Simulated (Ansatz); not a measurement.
## Response to strain and stress in Ta

Take Ta in the bcc (W type) structure (space group Im-3m, No. 229; a = 3.305 Å) as the base. Axes: x, y, z lie along the cube axes.

Strains are applied to the cell and any free atomic positions relax; under biaxial strain the out-of-plane vector relaxes too; under stress the whole cell relaxes.

Computed with DFT with r2SCAN, PAW potentials and a 500 eV plane-wave cutoff in Ansatz (a quantum-chemistry and plane-wave program), spin-orbit coupling left out.

Candidates:
(a) uniaxial stress, 2 GPa compression along x
(b) uniaxial strain ε_zz = +2.77 %
(c) biaxial strain −1.24 %, plane normal [001], relaxed out of plane

Notes on the quantities. energy relative to the base: free energy F.

Order them by energy relative to the base, lowest first.

(a) uniaxial stress, 2 GPa compression along x (+1.4 meV/atom), (c) biaxial strain −1.24 %, plane normal [001], relaxed out of plane (+4.7 meV/atom), (b) uniaxial strain ε_zz = +2.77 % (+12 meV/atom)

Without a gap, meshes like the base's 20×20×20 leave anisotropic stresses uncertain by several tenths of a GPa, and small strain energies with them. Beyond what the load breaks, stability against distortions was not tested. All final runs are without spin polarisation.
